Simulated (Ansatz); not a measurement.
For CdSe (model structure, started from the BN type, Pm-3n, No. 223, 12 atoms in the cell), PBE in Ansatz (PAW) gives:

| Property | Value |
|---|---|
| lattice parameter a | 7.617 Å |
| cohesive energy | 2.24 eV/atom |

Q: What does r²SCAN in Ansatz (PAW) give for the same quantities?

A: 
- lattice constant a: 7.547 Å (falls by 0.9 %)
- cohesive energy: 2.46 eV/atom (goes up by 0.22 eV/atom)

Changes are worked out from the printed values.

Unless a cell is named, each level is at its own relaxed cell (PBE 36.82, r²SCAN 35.82 Å³/atom).

Ansatz's density-functional and Hartree–Fock values are scalar-relativistic unless marked +SOC, with PAW data made under PBE.

A model structure was made by putting elements into a prototype or built by hand; it is no filed structure, need not be a known phase, and can be a saddle point held by its symmetry.

Ansatz is an electronic-structure program.
